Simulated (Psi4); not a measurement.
Psi4 1.11, PBE0/def2-svpd: In(OH)2(PH2) ([OH][In]([OH])[PH2]), 8 atoms. The geometry is a generated start, not checked to be a minimum at this level.

```json
{
  "task": "energy",
  "method": "pbe0",
  "basis": "def2-svpd",
  "memory": "3 GB",
  "maxiter": "100",
  "keys_of_the_molecule_block": "symmetry c1",
  "scf_type": "df (default)",
  "diis_max_vecs": "10 (default)",
  "e_convergence": "1e-06 (default)",
  "d_convergence": "1e-06 (default)",
  "dft_radial_points": "75 (default)",
  "dft_spherical_points": "302 (default)",
  "effective_core_potentials": "those of the basis set, past Kr",
  "basis_functions": "134",
  "grid_points": "174796"
}
```

```xyz
8

In    -0.3189     0.0334    -0.1166
O     -1.8545    -0.9859    -0.8331
H     -2.1081    -1.7725    -0.3528
O     -0.1435     1.7072    -1.1295
H     -0.8366     1.7512    -1.7897
P      1.3051    -0.6024     1.7110
H      1.6918     0.7334     1.7868
H      2.2648    -0.8645     0.7240
```

With the defaults (diis = true, scf_initial_accelerator = adiis, damping_percentage = 0, guess = auto, which took SAD, level_shift = 0, level_shift_cutoff = 0.01, diis_start = 1) it converges in 10 SCF iterations. One run each on 2 threads, with these changes:…
- guess = modhuckel
- level_shift = 0.1, level_shift_cutoff = 0.001
- scf_initial_accelerator = none
- level_shift = 0.5, level_shift_cutoff = 0.001
- diis = false, scf_initial_accelerator = none, damping_percentage = 60
- scf_initial_accelerator = ediis
- guess = gwh
- diis_start = 4
- guess = sap

Q: Which runs fail or end elsewhere than the default run?

A: No convergence: diis = false, scf_initial_accelerator = none, damping_percentage = 60 (the run ends without SCF convergence in 100 iterations). The rest reach the solution of the defaults.

```tsv
setting	SCF iterations	end
level_shift = 0.5, level_shift_cutoff = 0.001	9	same solution
level_shift = 0.1, level_shift_cutoff = 0.001	9	same solution
the defaults	10	same solution
guess = modhuckel	10	same solution
scf_initial_accelerator = ediis	10	same solution
scf_initial_accelerator = none	10	same solution
guess = gwh	13	same solution
guess = sap	13	same solution
diis_start = 4	18	same solution
diis = false, scf_initial_accelerator = none, damping_percentage = 60	100	no convergence
```

1 further run of the study ended by our limits or in an error and is left out.
